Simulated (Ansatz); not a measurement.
# Effect of biaxial strain +1.25 %, plane normal [111], relaxed out of plane on ZnS

Base system: ZnS in the zinc blende structure (space group F-43m, No. 216; a = 5.357 Å). Axes: x, y, z lie along the cube axes.

Modification: tensile biaxial strain of 1.25 % in the plane normal to [111], as in epitaxy on a mismatched substrate; the out-of-plane cell vector and the atoms relax.

All numbers come from Kohn–Sham DFT with the PBEsol functional, run in Ansatz (a quantum-chemistry and plane-wave program) with PAW and 420 eV plane waves, without spin-orbit coupling. k-mesh 11×11×11 (Γ-centred); smearing 0.05 eV (Fermi–Dirac).

- Volume per atom = 19.54 Å³ (base 19.21 Å³)
- Space group = R3m (No. 160) (base F-43m (No. 216))
- Shortest interatomic distance = 2.324 Å (base 2.319 Å)
- Energy relative to the base (free energy F) = +3.0 meV/atom
- Pressure (mean of the normal stresses, compression positive) = -1.30 GPa (base -0.01 GPa)
- Band gap = 1.94 eV (base 2.09 eV)
- Gap character = direct at Γ (base direct at Γ)
- Electron mass = 0.17 mₑ out of plane, 0.16 mₑ in plane (at Γ) (base 0.17 mₑ (at Γ))
- Hole mass = 0.14 mₑ out of plane, 1.5 mₑ in plane (at Γ)
- Valence-band top at Γ (three highest levels, from the VBM) = 0.00, -0.10, -0.10 eV (base 0.00, 0.00, 0.00 eV)
- Valley order (the lowest conduction-band minima on the path, energy above the VBM, named in the base's zone) = Γ 1.94 eV; L along [111] 2.98 eV; X along [001] 3.13 eV; L along [1-1-1] 3.19 eV (base Γ 2.09 eV; X along ⟨100⟩ 3.17 eV; L along ⟨111⟩ 3.24 eV)
- Out-of-plane strain = -0.79 %
- Ratio −ε⊥/ε∥ = 0.64
- Mean in-plane stress (compression positive) = -1.9 GPa

Cost of the whole job for the changed cell (relaxation, final SCF and bands): roughly 40 core-seconds.

Effective masses come from finite differences of ±0.01 Å⁻¹. Stability against distortions was not tested. k-point labels follow each cell's own Brillouin zone.
